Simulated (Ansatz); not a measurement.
## Effect of Na → Li on Na

Consider Na in the bcc (W type) structure (space group Im-3m, No. 229; a = 4.171 Å).

The change: full substitution Na → Li, then cell and atoms are relaxed.

Level of theory: Ansatz (a program for electronic structure) PBEsol, no spin-orbit coupling. Γ-centred 19×19×19 mesh, Fermi–Dirac width 0.05 eV, for the changed cell.

```
quantity                                  base          changed       shift
-----------------------------  ---------------  ---------------  ----------
volume per atom                       36.28 Å³         20.25 Å³  -16.023 Å³
lattice parameter a                    4.171 Å          3.434 Å   -0.7365 Å
space group                    Im-3m (No. 229)  Im-3m (No. 229)           –
shortest interatomic distance          3.612 Å          2.974 Å    -0.638 Å
band gap                                  zero             zero           –
```

Final structure:

```
Li
1.0
   -1.71714     1.71714     1.71714
    1.71714    -1.71714     1.71714
    1.71714     1.71714    -1.71714
Li
1
Cartesian
  0.00000   0.00000   0.00000
```

Whether these cells are dynamically stable was not tested.
